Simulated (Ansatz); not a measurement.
Structures of equal composition on the (115) surface of diamond: 2 pairs of surface atoms bonded, H on 5 of 6 dangling bonds, none on a paired C at depth 0.0 Å; 2 pairs of surface atoms bonded, H on 5 of 6 dangling bonds, none on a one-bond C at depth 0.5 Å; 2 pairs of surface atoms bonded, H on 5 of 6 dangling bonds, none on a paired C at depth 0.7 Å. The slabs share one bottom face, and each structure is named by its start. These are constructed structures in small cells; real faces may alloy, dewet or reconstruct in larger ones, and not all known structures of the face are among them. Slabs of about 12 Å with all that they carry, Fermi-Dirac smearing of 0.025 eV. Bottom of the slabs: built like the top, H on every dangling bond, free. Relaxed from the named starts with such symmetry as they have, on meshes of like density; energies extrapolated to zero smearing; no spin-orbit coupling, no U. Spin-polarised runs, if any, are marked in brackets, and their order is one that fits the cell; the others ran without spin. Where a second, spin-polarised start was run, the lower counts.

Level of theory: PBE (plane waves to 420 eV, PAW; Ansatz, a first-principles code).

### Question
Put the candidates in order of energy per 1x1 cell, lowest first, for PBE.

### Answer
2 pairs of surface atoms bonded, H on 5 of 6 dangling bonds, none on a one-bond C at depth 0.5 Å (0.000 eV [spin, 1.0 μB a cell], gap 1.32 eV on the mesh), 2 pairs of surface atoms bonded, H on 5 of 6 dangling bonds, none on a paired C at depth 0.7 Å (0.118 eV [spin, 1.0 μB a cell], gap 1.40 eV on the mesh), 2 pairs of surface atoms bonded, H on 5 of 6 dangling bonds, none on a paired C at depth 0.0 Å (0.142 eV [spin, 1.0 μB a cell], gap 1.54 eV on the mesh)
